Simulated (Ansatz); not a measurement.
The reference is MgS in the rock salt structure (space group Fm-3m, No. 225; a = 5.1820 Å). Axes: x, y, z lie along the cube axes.

Computed with PBEsol (Ansatz, an electronic-structure program, PAW, spin-orbit coupling left out).

Modification: the cell is scaled by 0.9700 in all directions, atoms relaxed at fixed cell.

Problem. Predict the stress tensor and what it implies for the stiffness.

Solution. Stress of the strained cell less that of the base (GPa, compression positive):
```
   8.59    0.00    0.00
   0.00    8.59    0.00
   0.00    0.00    8.59
```

Then B = −ΔP/(ΔV/V₀) with ΔV/V₀ = -0.0873 gives secant stiffness values (nonlinear terms included at this strain): B ≈ 98 GPa.

As a check, the harmonic strain energy −½ V₀ Δσ:ε is 42 meV/atom; the computed energy rise is 38 meV/atom.

Stability against distortions was not tested.
